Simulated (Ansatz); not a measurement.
Co2N (model structure, from the CdI2 type, P-3m1, No. 164) was calculated with PBEsol (PAW; Ansatz, a program for electronic structure).

Output (set-up and result lines):

```
Crystal: 3 atoms, lattice volume = 26.848 Å³
Basis set: ecut = 520 eV, 723 PW (Γ), exchange–correlation on 48×48×64 points (8 copies of the dense FFT grid, shifted against one another)
Bands: 27, of which v1, the nominal top of the filled ones, is band 20 counted from 1 (19 counted from 0)
Symmetry: 12 space group operations
Space group: P-3m1 (ITA 164), of the structure as read, at distance tolerance 3.0e-5 Å
k-points: 776 of 8064
Initial density: superposition of atomic densities (chi_scale 0.1, normalization cell, long waves kept (reshape's long-wave potential 0.05 eV rms))
Functional: x = pbesol(κ = 0.804, μ = 0.12345679012345678), c = pbesol(β = 0.046)
SCF 1 converged in 15 iterations: F = -10564.132057 eV  dr2 = 1.77e-12
SCF converged after 15 iterations
Magnetization: 0.0000 μB (19.5000 up, 19.5000 down)
Free energy (F): -10564.132057 eV
Internal energy: -10564.106443 eV  (E = F + TS)
E sigma→0 (E₀):  -10564.119250 eV
Fermi energy:    18.118576 eV
--- Stress (GPa, compression-positive) ---
        0.002840      -0.000000       0.000000
       -0.000000       0.002840       0.000000
        0.000000       0.000000      -0.001765
  P = ⅓ Tr σ = 0.0013 GPa (0.013 kbar)
```

Question: Write an input file that produces this run.

Answer: Several could match; the one computed here: 
Ansatz 0.2 input:
```yaml
crystal:
  lattice:
    - [2.7586093821, 0.0, 0.0]
    - [-1.3793046911, 2.3890258041, 0.0]
    - [0.0, 0.0, 4.0738587473]
  atoms:
    - { symbol: N, position: [0.0, 0.0, 0.0], spin: 0.0 }
    - { symbol: Co, position: [0.3333333333, 0.6666666667, 0.2430119614], spin: 3.0 }
    - { symbol: Co, position: [0.6666666667, 0.3333333333, 0.7569880386], spin: 3.0 }
basis:
  ecutwfc: 520
  ecutrho_ratio: 4
  xc_grid: 2
kpoints:
  mp_grid: { grid: [24, 24, 14] }
hamiltonian:
  xc: pbesol
  dispersion: none
  pseudopotentials: { kind: paw }
scf:
  occupations: { method: fermi_dirac, width: 0.05 }
  convergence: { dr2_threshold: 0.0000000003 }
output:
  forces: true
  stress: true
  eigenvalues: true
magnetization:
  spin_polarized: true
```

The PAW data were made under PBE.

The run is spin-polarised with parallel starting moments, which need not be the measured order.

Note: the starting moments vanished in the run, and other orders were not tried. Note: the cell keeps the symmetry of its start, so it can be a saddle point.

A model structure was made by putting elements into a prototype or built by hand; it is no filed structure, need not be a known phase, and can be a saddle point held by its symmetry.
